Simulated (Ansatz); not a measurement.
Ansatz (a quantum-chemistry and plane-wave program) run on InSe (R3m, 4 atoms in the cell): self-consistent single point.

Method: PBEsol, PAW files made with PBE (plane waves; Ansatz).

The change in words: lattice scaled by 0.98. Reference geometry:
```
InSe
1.0
    2.01323     1.16234     8.56548
   -2.01323     1.16234     8.56548
    0.00000    -2.32468     8.56548
In Se
2 2
Direct
  0.11230   0.11230   0.11230
  0.00183   0.00183   0.00183
  0.61971   0.61971   0.61971
  0.82581   0.82581   0.82581
```

Reference input (self-consistent single point, DFT, PBEsol, plane waves, PAW files made with PBE): basis.ecutwfc = 420 eV; kpoints.mp_grid.grid = 7 7 7; hamiltonian.xc = pbesol; hamiltonian.pseudopotentials = {kind: paw} (the program's default PAW files); scf.occupations.method = fixed. This run's input differs from it in these lines:

```diff
@@ -2,5 +2,5 @@
   lattice:
-    - [2.01322800, 1.16233800, 8.56548000]
-    - [-2.01322800, 1.16233800, 8.56548000]
-    - [0.00000000, -2.32467600, 8.56548000]
+    - [1.97296300, 1.13909100, 8.39417000]
+    - [-1.97296300, 1.13909100, 8.39417000]
+    - [0.00000000, -2.27818200, 8.39417000]
   atoms:
```

Output (repeated stretches shortened):

```
SCF iter   1: F=—  HF=-21903.782734 eV  |F-HF|=—  |Δ(HF+E_count)|=         —  Δρ=4.89e-2  dr2=1.38e1  ethr=3.10e-3  ⟨swp⟩=5.0  Hψ=5527  notcnv=0  defer=171
all-band conjugate gradients solve this SCF's bands
preconditioner: auto → Resta (q_TF=auto, 2.441 Å⁻¹)
SCF iter   2: F=—  HF=-21901.353639 eV  |F-HF|=—  |Δ(HF+E_count)|=    2.43e0  Δρ=1.88e-2  dr2=3.45e-1  ethr=3.10e-3  ⟨swp⟩=3.3  Hψ=3072  notcnv=0  defer=173
   [... lines left out ...]
SCF iter   7: F=—  HF=-21901.197111 eV  |F-HF|=—  |Δ(HF+E_count)|=   3.10e-5  Δρ=6.74e-5  dr2=9.80e-6  ethr=1.43e-7  ⟨swp⟩=2.0  Hψ=2764  notcnv=0  defer=54
SCF iter   8: F=—  HF=-21901.197119 eV  |F-HF|=—  |Δ(HF+E_count)|=   8.17e-6  Δρ=2.10e-5  dr2=7.54e-7  ethr=1.69e-8  ⟨swp⟩=2.0  Hψ=2546  notcnv=0  defer=90
SCF iter   9: F=—  HF=-21901.197119 eV  |F-HF|=—  |Δ(HF+E_count)|=   5.16e-9  Δρ=8.64e-6  dr2=1.91e-7  ethr=1.72e-10  ⟨swp⟩=11.8  Hψ=9073  notcnv=0
SCF iter  10: F=-21901.197119 eV  HF=-21901.197119 eV  |F-HF|=6.91e-9  |Δ(HF+E_count)|=   4.81e-8  Δρ=2.45e-6  dr2=1.01e-8  ethr=1.72e-10  ⟨swp⟩=5.4  Hψ=5947  notcnv=0
SCF 1 converged in 10 iterations: F = -21901.197119 eV  dr2 = 1.01e-8
Free energy (F): -21901.197119 eV
Internal energy: -21901.197119 eV  (E = F + TS)
E sigma→0 (E₀):  -21901.197119 eV
Fermi energy:    7.313505 eV
--- Forces (eV/Å), atoms counted from 1 ---
  atom   1  In     0.00000000     0.00000000    -0.93395962
  atom   2  In     0.00000000    -0.00000000     0.61117615
  atom   3  Se     0.00000000     0.00000000    -0.60818822
  atom   4  Se     0.00000000    -0.00000000     0.93094140
--- Stress (GPa, compression-positive) ---
        4.051210       0.000000       0.000000
        0.000000       4.051210       0.000000
        0.000000      -0.000000       2.594576
  P = ⅓ Tr σ = 3.5657 GPa (35.657 kbar)
  The stress holds the Pulay correction. Without it, at fixed plane waves, as pw.x and ABINIT print it: P = 3.5494 GPa
```

The run converged in 10 iterations. Against the reference run the free energy rises by 19.4 meV/atom, the pressure goes from 0.14 to 3.57 GPa, the largest force goes from 0.649 to 0.934 eV/Å and the gap on the mesh goes from 0.613 to 0.753 eV.

The starting cell comes from a database of computed structures (which also holds hypothetical and non-ambient phases and stackings), without a prior relaxation at this level. Its lattice was rescaled by up to half a per cent. One atom was moved a little off its site on purpose. For this run, on top of that: lattice scaled by 0.98. With a pressure of about 4 GPa the cell is away from its equilibrium volume at this level. Ansatz's pressure includes its estimate of the finite-basis (Pulay) stress. Another mesh or the band path of this cell gives a smaller gap, so this value is not converged in the mesh.

Keys are those of Ansatz 0.2.
